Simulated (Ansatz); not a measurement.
Start from MoS2 in the 3R-MoS2 type structure (space group R3m, No. 160; a = 3.116 Å, c = 17.356 Å (hexagonal axes); layered, stacked along the Cartesian z axis).

Perturbation: a free-standing slab of 2 layers (6 atoms, 3 a layer) is cut normal to the stacking axis, with 15 Å of vacuum and the in-plane cell relaxed.

Levels (all Ansatz, a quantum-chemistry and plane-wave program, PAW): PBEsol-D3(BJ) (420 eV, without spin-orbit coupling); r2SCAN (500 eV, no spin-orbit coupling).

The geometry is relaxed with PBEsol-D3(BJ).

| Quantity | Result |
|---|---|
| PBEsol-D3(BJ) smallest direct gap | 1.78 eV |
| PBEsol-D3(BJ) lowest conduction level above the VBM at special points | K 1.12 eV; M 1.71 eV; Γ 2.12 eV |
| PBEsol-D3(BJ) width of the top valence band | 1.67 eV |

### Question
How does going to r2SCAN change the smallest direct gap, lowest conduction level above the VBM at special points and width of the top valence band?

### Answer
The smallest direct gap rises by 0.115 eV (1.78 eV → 1.89 eV); the lowest conduction level above the VBM at special points becomes K 1.22 eV; M 1.84 eV; Γ 2.28 eV (PBEsol-D3(BJ): K 1.12 eV; M 1.71 eV; Γ 2.12 eV); the width of the top valence band goes up by 0.024 eV, from 1.67 eV to 1.70 eV.

Single points use the geometry relaxed with PBEsol-D3(BJ). Stability against distortions was not tested. k-point labels follow each cell's own Brillouin zone.
